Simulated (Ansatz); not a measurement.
Take BeTe in the zinc blende structure (space group F-43m, No. 216; a = 5.604 Å) as the base. Axes: x, y, z lie along the cube axes.

Method: plane-wave PAW DFT at the PBEsol level (Ansatz, an electronic-structure program, 420 eV), no spin-orbit coupling.

One thing is altered: tensile biaxial strain of 1.67 % in the plane normal to [111], as in epitaxy on a mismatched substrate; the out-of-plane cell vector and the atoms relax.

Problem. How does this affect the in-plane stress and out-of-plane strain?

Solution. The mean in-plane stress (compression positive) amounts to -2.2 GPa; the out-of-plane strain is -0.68 %.

Whether these cells are dynamically stable was not tested.
